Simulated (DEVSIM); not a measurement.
Structure: W/SiO2/n-InP capacitor, at 300 K.

```
layer (left to right)  material  thickness (nm)  Nd (cm⁻³)
---------------------  --------  --------------  ---------
1                          SiO2            9.50          -
2                           InP            2900     4.7e16
```

Metal gate on the left, work function 4.6 eV. Fixed charge at the semiconductor interface 2.8e10 cm⁻² (in units of +e); no interface traps.

This is a model device: material constants are rounded textbook-type values typed into the input, and sizes, dopings and lifetimes were drawn at random. Values at 300 K.

```
parameter      SiO2     InP
-------------  ----  ------
gap (eV)          9   1.344
affinity (eV)   0.9    4.38
permittivity    3.9    12.5
Nc (cm⁻³)         -  5.7e17
Nv (cm⁻³)         -  1.1e19
```

Simulated with DEVSIM: 1D Poisson equation in equilibrium, Boltzmann statistics, complete ionisation; no quantum confinement or tunnelling. Metal contacts follow the ideal Schottky-Mott rule: no Fermi-level pinning, no interface dipoles.

Base results: minimum of the low-frequency capacitance (μF/cm²) 0.0558; threshold voltage (band bending 2φF) (V) -1.37; flat-band voltage (V) 0.14; capacitance of the dielectric stack (μF/cm²) 0.363.

**Question.** What follows from this one change: fixed charge 2.8e+10 → 6.28e+11 cm^-2?

**Answer.** minimum of the low-frequency capacitance little changed (0.0554 μF/cm²); threshold voltage (band bending 2φF) -1.37 → -1.64 V; flat-band voltage 0.14 → -0.12 V; capacitance of the dielectric stack little changed (0.363 μF/cm²).

**Question.** What follows from this one change: gate work function 4.6 → 4.45 eV?

**Answer.** minimum of the low-frequency capacitance little changed (0.0554 μF/cm²); threshold voltage (band bending 2φF) -1.37 → -1.52 V; flat-band voltage 0.14 → -0.01 V; capacitance of the dielectric stack little changed (0.363 μF/cm²).

**Question.** What follows from this one change: substrate doping 4.7e+16 → 2.4e+15 cm^-3?

**Answer.** minimum of the low-frequency capacitance 0.0558 → 0.0154 μF/cm²; threshold voltage (band bending 2φF) -1.37 → -1.00 V; flat-band voltage 0.14 → 0.07 V; capacitance of the dielectric stack little changed (0.363 μF/cm²).

**Question.** What follows from this one change: SiO2 thickness 0.0095 → 0.0066 μm?

**Answer.** minimum of the low-frequency capacitance 0.0558 → 0.0584 μF/cm²; threshold voltage (band bending 2φF) -1.37 → -1.25 V; flat-band voltage little changed (0.15 V); capacitance of the dielectric stack 0.363 → 0.523 μF/cm².
